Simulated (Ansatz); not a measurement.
Ansatz (a first-principles code) run on La (P3m1, 4 atoms in the cell): self-consistent single point.

Computed with PBEsol, default PAW files made with PBE (plane waves; Ansatz).

```xyz
4
Lattice="1.8756 -3.2486 0.0000 1.8756 3.2486 0.0000 0.0000 0.0000 12.0992" Properties=species:S:1:pos:R:3 pbc="T T T"
La     0.0000     0.0000     6.0996
La     0.0000     0.0000     0.0000
La     1.8756     1.0829     3.0248
La     1.8756    -1.0829     9.0744
```

Reference input (self-consistent single point, DFT, PBEsol, plane waves, default PAW files made with PBE): basis.ecutwfc = 30.9 Ry; kpoints.mp_grid.grid = 10 10 3; hamiltonian.xc = pbesol; hamiltonian.pseudopotentials = {kind: paw} (the program's default PAW files); scf.occupations.method = fermi_dirac; scf.occupations.width = 0.0073 Ry. This run's input differs from it in these lines:

Ansatz 0.2 input:
```diff
@@ -15,3 +15,3 @@
   mp_grid:
-    grid: [10, 10, 3]
+    grid: [8, 8, 2]
 hamiltonian:
@@ -23,3 +23,3 @@
     method: fermi_dirac
-    width: 0.0073 Ry
+    width: 0.0015 Ry
 output:
```

Output (repeated stretches shortened):

```
SCF iter   1: F=—  HF=-24645.050572 eV  |F-HF|=—  |Δ(HF+E_count)|=         —  Δρ=3.42e-3  dr2=2.00e-2  ethr=1.77e-3  ⟨swp⟩=8.1  Hψ=2889  notcnv=0
all-band conjugate gradients solve this SCF's bands
preconditioner: auto → Kerker (q_TF=auto, 2.230 Å⁻¹)
SCF iter   2: F=—  HF=-24645.048094 eV  |F-HF|=—  |Δ(HF+E_count)|=   2.48e-3  Δρ=2.10e-3  dr2=7.07e-3  ethr=4.55e-5  ⟨swp⟩=3.5  Hψ=1279  notcnv=0  defer=6
   [... lines left out ...]
SCF iter   5: F=—  HF=-24645.047859 eV  |F-HF|=—  |Δ(HF+E_count)|=   3.36e-5  Δρ=3.10e-5  dr2=4.50e-6  ethr=1.20e-7  ⟨swp⟩=1.6  Hψ=558  notcnv=0  defer=6
SCF iter   6: F=—  HF=-24645.047859 eV  |F-HF|=—  |Δ(HF+E_count)|=   9.93e-8  Δρ=1.21e-5  dr2=2.22e-6  ethr=1.02e-8  ⟨swp⟩=2.0  Hψ=917  notcnv=0  defer=6
SCF iter   7: F=—  HF=-24645.047859 eV  |F-HF|=—  |Δ(HF+E_count)|=   7.15e-8  Δρ=5.54e-6  dr2=2.55e-7  ethr=5.06e-9  ⟨swp⟩=1.1  Hψ=536  notcnv=0  defer=6
SCF iter   8: F=-24645.047859 eV  HF=-24645.047859 eV  |F-HF|=1.28e-8  |Δ(HF+E_count)|=   1.07e-8  Δρ=1.88e-6  dr2=1.54e-8  ethr=2.27e-10  ⟨swp⟩=8.0  Hψ=2045  notcnv=0
SCF 1 converged in 8 iterations: F = -24645.047859 eV  dr2 = 1.54e-8
Free energy (F): -24645.047859 eV
Internal energy: -24645.039203 eV  (E = F + TS)
E sigma→0 (E₀):  -24645.043531 eV
Entropy (-TS):   -0.008656 eV (-2.164 meV/atom)
Fermi energy:    10.998690 eV
--- Forces (eV/Å), atoms counted from 1 ---
  atom   1  La    -0.00000000     0.00000000    -0.09434629
  atom   2  La     0.00000000     0.00000000     0.02182296
  atom   3  La     0.00000000     0.00000000     0.03388532
  atom   4  La     0.00000000    -0.00000000     0.03863559
--- Stress (GPa, compression-positive) ---
       -2.071416       0.000000      -0.000000
        0.000000      -2.071416       0.000000
       -0.000000       0.000000      -2.017466
  P = ⅓ Tr σ = -2.0534 GPa (-20.534 kbar)
  The stress holds the Pulay correction. Without it, at fixed plane waves, as pw.x and ABINIT print it: P = -2.0558 GPa
```

The run converged in 8 iterations. Against the reference run the free energy goes up by 22.0 meV/atom, the pressure goes from -1.82 to -2.05 GPa and the largest force goes from 0.085 to 0.094 eV/Å.

The starting cell has typed, rounded lattice constants, without a prior relaxation at this level. Its lattice was rescaled by up to half a per cent. One atom was moved a little off its site on purpose. Ansatz's pressure includes its estimate of the finite-basis (Pulay) stress.
